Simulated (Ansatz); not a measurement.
**What uniaxial strain ε_yy = +2.43 % does to Si3N4**

Base system: Si₃N₄ (space group P6_3/m, No. 176; a = 7.6246 Å, c = 2.9105 Å). Axes: x lies along a and z along c of the hexagonal cell.

Modification: uniaxial strain ε_yy = +2.43 %, all other strain components held at zero, atoms relaxed at fixed cell.

All numbers come from Ansatz (a first-principles code) PBEsol, without spin-orbit coupling. Γ-centred 4×4×9 mesh, Fermi–Dirac width 0.05 eV.

The volume per atom rises by 0.25 Å³, from 10.47 Å³ to 10.72 Å³ and the space group becomes P2_1/m (No. 11) (base: P6_3/m (No. 176)). The shortest interatomic distance increases by 0.014 Å to 1.747 Å and the energy increases by 7.7 meV/atom. The band gap goes up by 0.09 eV (4.19 eV → 4.28 eV) and the gap character comes out as indirect, Γ–Z (33 % along) → Γ. The smallest direct gap goes up by 0.02 eV to 4.41 eV and the stress (xx, yy, zz, yz, xz, xy; compression positive) is (-4.26, -9.73, -2.48, 0.00, 0.00, -0.02) GPa.

Whether these cells are dynamically stable was not tested. Labels are those of the standard path for the cell's own space group.
